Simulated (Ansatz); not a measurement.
The reference is SnO2 in the rutile structure (space group P4_2/mnm, No. 136; a = 4.828 Å, c = 3.238 Å). Axes: x, y, z lie along a, b, c of the conventional cell.

Computed with PBE (Ansatz, a program for electronic structure, PAW, no spin-orbit coupling).

Base values:

The volume per atom is 12.58 Å³. The pressure comes out as 0.00 GPa.

One thing is altered: tensile biaxial strain of 2.96 % in the plane normal to [001], as in epitaxy on a mismatched substrate; the out-of-plane cell vector and the atoms relax.

Task: Estimate the effect on the volume per atom.

Result: The volume per atom increases by 0.52 Å³, from 12.58 Å³ to 13.10 Å³.

Task: What does the calculation give for the pressure after the change?

Result: The pressure (mean of the normal stresses, compression positive) goes from zero to -4.49 GPa.

Whether these cells are dynamically stable was not tested.
